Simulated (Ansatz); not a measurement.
Base system: Sn in the diamond structure (space group Fd-3m, No. 227).

```xyz
2
Lattice="0.0000 3.2832 3.2832 3.2832 0.0000 3.2832 3.2832 3.2832 0.0000" Properties=species:S:1:pos:R:3 pbc="T T T"
Sn     0.0000     0.0000     0.0000
Sn     1.6416     1.6416     1.6416
```

Cartesian axes are those of the cell as printed.

Level of theory: r2SCAN (Ansatz, a quantum-chemistry and plane-wave program; PAW; 500 eV plane waves; scalar-relativistic without spin-orbit coupling).

Base values:

The pressure is 0.0 GPa and the shortest interatomic distance is 2.843 Å.

It is then changed as follows: tensile biaxial strain of 1.00 % in the plane normal to [001], as in epitaxy on a mismatched substrate; the out-of-plane cell vector and the atoms relax.

Task: How does this affect the energy relative to the base?

Result: The energy goes up by 1.5 meV/atom.

Task: Estimate the effect on the pressure.

Result: The pressure (mean of the normal stresses, compression positive) goes from zero to -0.4 GPa.

Task: Predict the new shortest interatomic distance.

Result: The shortest interatomic distance increases by 0.0102 Å, from 2.843 Å to 2.854 Å.

No phonon test of stability was made. Gaps under 0.05 eV, about the width of the smearing, are given as zero.
